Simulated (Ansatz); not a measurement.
# BN, pressure series

The parent structure is BN in the wurtzite structure (space group P6_3mc, No. 186; a = 2.541 Å, c = 4.203 Å).

Cell and atoms are relaxed at each pressure.

All numbers come from plane-wave PAW DFT at the PBEsol level (Ansatz, a first-principles code, 420 eV), no SOC.

```tsv
pressure (GPa)	volume per atom (Å³/atom)
-2	5.907
-1	5.891
0	5.876
0.9	5.862
2.1	5.844
4.5	5.809
9	5.746
15	?
30	5.486
```

Problem. Fit the third-order Birch–Murnaghan form P(V) = (3B₀/2)[(V₀/V)^(7/3) − (V₀/V)^(5/3)]·[1 + (3/4)(B₀′ − 4)((V₀/V)^(2/3) − 1)] (squares taken in P) to the rows shown and predict the withheld row.

Solution. Least squares on the printed values gives V₀ = 5.876 Å³/atom, B₀ = 386 GPa, B₀′ = 3.6; this predicts 5.666 Å³/atom, and the run gives 5.666 Å³/atom, in agreement.

Load acts through the strain it causes; cell and atoms are relaxed under it. Whether these cells are dynamically stable was not tested. No other phases were tried under pressure.
